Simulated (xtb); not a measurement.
xtb 6.7.1, GFN2-xTB: Si(Cl)2(F)(NiPr2) (CC(C)N(C(C)C)[Si](F)(Cl)Cl), 25 atoms. The geometry is a generated start, not checked to be a minimum at this level.

- run flags: --grad
- method: GFN2-xTB
- --acc: 1 (default)
- --etemp (K): 300 (default)
- basis functions: 76
- valence electrons: 68

```xyz
25

C     -1.2747     0.4181    -1.8707
C     -1.4123     0.1644    -0.3701
C     -1.9877    -1.2184    -0.0720
N     -0.1470     0.3866     0.3443
C      0.9545    -0.5208     0.0086
C      1.3332    -1.4020     1.1989
C      2.1731     0.2345    -0.5173
Si     0.0313     1.8050     1.2744
F     -1.4135     2.0794     1.9397
Cl     0.4156     3.4823     0.2190
Cl     1.3057     1.6609     2.8106
H     -0.8508     1.4051    -2.0419
H     -0.6394    -0.3216    -2.3543
H     -2.2562     0.3760    -2.3354
H     -2.1193     0.9003     0.0202
H     -2.0696    -1.3578     1.0031
H     -1.3691    -2.0122    -0.4820
H     -2.9795    -1.2988    -0.5081
H      0.5934    -1.1718    -0.7904
H      1.7873    -0.8096     1.9862
H      2.0443    -2.1610     0.8834
H      0.4524    -1.8947     1.6004
H      2.9111    -0.4689    -0.8957
H      1.8848     0.9029    -1.3247
H      2.6324     0.8222     0.2735
```

One run each on 1 thread. Values of broydamp tried: 0.02, 0.05, 0.1, 0.2, 0.4 (default), 0.6, 0.8, 1.

**Question.** Predict the course of the SCC iterations along this series.

**Answer.** Fewest SCC iterations, within one of each other: 0.4 (default) with 16, 0.6 with 15, 0.8 with 15. The count rises to 26 at 0.02. All converge to one solution.

| broydamp | SCC iterations | end |
|---|---|---|
| 0.02 | 26 | same solution |
| 0.05 | 24 | same solution |
| 0.1 | 23 | same solution |
| 0.2 | 18 | same solution |
| 0.4 (default) | 16 | same solution |
| 0.6 | 15 | same solution |
| 0.8 | 15 | same solution |
| 1 | 17 | same solution |
